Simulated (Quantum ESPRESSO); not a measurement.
Troubleshooting Quantum ESPRESSO: a failed run on Zr6Al16Ru7 (Fm-3m, 29 atoms in the cell). The aim is a self-consistent single point with DFT, PBEsol, plane waves, GBRV 1.5 ultrasoft (PBESOL) pseudopotentials.

Cell that was meant: a = 8.6921 Å, b = 8.6921 Å, c = 8.6921 Å, α = 60.00°, β = 60.00°, γ = 60.00°.

Part of the input:

```fortran
ATOMIC_SPECIES
Zr    91.2240  zr_pbesol_v1.uspp.F.UPF
Al    26.9815  al_pbesol_v1.uspp.F.UPF
Ru   101.0700  Ru.pbe.UPF
CELL_PARAMETERS angstrom
   0.00000000     6.14625500     6.14625500
   6.14625500     0.00000000     6.14625500
```

Output (repeated stretches shortened):

```
 %%%%%%%%%%%%%%%%%%%%%%%%%%%%%%%%%%%%%%%%%%%%%%%%%%%%%%%%%%%%%%%%%%%%%%%%%%%%%%
     Error in routine readpp (1):
     file ./Ru.pbe.UPF not found
 %%%%%%%%%%%%%%%%%%%%%%%%%%%%%%%%%%%%%%%%%%%%%%%%%%%%%%%%%%%%%%%%%%%%%%%%%%%%%%

     stopping ...
```

**Question.** Read the log: what does the program object to, and what is the fix?

**Answer.** The fault is a potential or basis that cannot be found. The input names a file or set that is not where the program looks, or that does not exist under that name. To fix it, correct the name or place the file. The program stopped before any SCF iteration.

The sound input it was made from differs as follows (other fixes are possible):
```diff
-Ru   101.0700  Ru.pbe.UPF
+Ru   101.0700  ru_pbesol_v1.2.uspp.F.UPF
```

With that input, the run converged in 18 iterations: free energy E − TS -28061.3662 eV; Fermi level (on the code's own zero) 13.19 eV; pressure -1.97 GPa; largest force (vector length) 0.249 eV/Å (DFT, PBEsol, plane waves, GBRV 1.5 ultrasoft (PBESOL) pseudopotentials).

On the sound input: the starting cell comes from a database of computed structures (which also holds hypothetical and non-ambient phases and stackings), without a prior relaxation at this level. Spin polarisation is off.
